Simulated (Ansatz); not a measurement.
Na2MoO4 (within 0.1 Å of Fddd, No. 70, 14 atoms in the cell; start mp-22730; a measured phase of this formula has another space group), treated with r²SCAN+rVV10 (plane waves, PAW; Ansatz, a quantum-chemistry and plane-wave program).

Numerical settings: plane-wave cutoff 500 eV, 8×8×8 k mesh, Fermi–Dirac smearing 0.05 eV, no spin polarisation, scalar-relativistic PAW data made under PBE.

Cell (relaxed at this level):

```cif
data_Mo2Na4O8
_chemical_formula_sum 'Na4 Mo2 O8'
_space_group_name_H-M_alt 'P 1'
_space_group_IT_number 1
_cell_length_a 7.05518
_cell_length_b 7.05518
_cell_length_c 6.01039
_cell_angle_alpha 103.702
_cell_angle_beta 103.702
_cell_angle_gamma 126.608
loop_
_space_group_symop_operation_xyz
  'x, y, z'
loop_
_atom_site_label
_atom_site_type_symbol
_atom_site_fract_x
_atom_site_fract_y
_atom_site_fract_z
_atom_site_occupancy
Na1 Na 0.80519 0.55526 0.11060 1
Na2 Na 0.19481 0.44474 0.88940 1
Na3 Na 0.44474 0.19481 0.38940 1
Na4 Na 0.55526 0.80519 0.61060 1
Mo1 Mo 0.12500 0.87500 0.75000 1
Mo2 Mo 0.87500 0.12500 0.25000 1
O1 O 0.68893 0.78371 0.03860 1
O2 O 0.31107 0.21629 0.96140 1
O3 O 0.21629 0.31107 0.46140 1
O4 O 0.78371 0.68893 0.53860 1
O5 O 0.74489 0.15015 0.46122 1
O6 O 0.25511 0.84985 0.53878 1
O7 O 0.84985 0.25511 0.03878 1
O8 O 0.15015 0.74489 0.96122 1
```

Problem. Give the computed band gap.

Solution. 
* **band gap**: 4.54 eV (on the SCF k mesh)

Spin–orbit coupling is not included.

A start named mp-… is a Materials Project structure, which need not be a measured phase.
